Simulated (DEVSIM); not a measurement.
System: abrupt Si p-n junction, at 300 K.

```csv
layer (left to right),material,thickness (μm),Nd (cm⁻³),Na (cm⁻³),τn (s),τp (s)
1,Si,34.0,-,1.8e18,1.1e-7,1.1e-7
2,Si,140,4.5e15,-,1.1e-7,1.1e-7
```

Left contact: ohmic. Right contact: ohmic. Voltage is applied to the left contact. Recombination: SRH at mid-gap, Auger. Mobility is constant in doping.

Constants are typed, rounded textbook-type inputs, not results; the design itself was drawn at random and stands for no fabricated device. Values at 300 K.

```
parameter           Si
-------------  -------
gap (eV)         1.124
affinity (eV)     4.05
permittivity      11.7
Nc (cm⁻³)      2.86e19
Nv (cm⁻³)       3.1e19
μn (cm²/Vs)       1417
μp (cm²/Vs)        470
Cn (cm⁶/s)     2.8e-31
Cp (cm⁶/s)     9.9e-32
```

Model (solved in DEVSIM): 1D drift-diffusion, Boltzmann statistics, complete ionisation; no tunnelling, impact ionisation, image-force lowering or self-heating.

The doping Nd of layer 2 was swept, all else fixed.

| doping Nd of layer 2 (cm^-3) | potential step across the device at zero bias (V) | largest field in the device at zero bias (V/cm) | dark forward voltage at 1 A/cm² (V) |
|---|---|---|---|
| 1.4e14 | 0.734 | 73000 | 0.876 |
| 4.5e14 | 0.765 | 73000 | 0.691 |
| 1.4e15 | 0.794 | 74000 | 0.636 |
| 4.5e15 | 0.824 | 77000 | 0.634 |
| 1.4e16 | 0.853 | 87000 | 0.650 |
| 4.5e16 | 0.884 | 120000 | 0.677 |
| 1.4e17 | 0.913 | 190000 | 0.702 |

From the first row to the last the potential step across the device at zero bias goes from 0.734 to 0.913. From the first row to the last the largest field in the device at zero bias goes from 73000 to 190000.
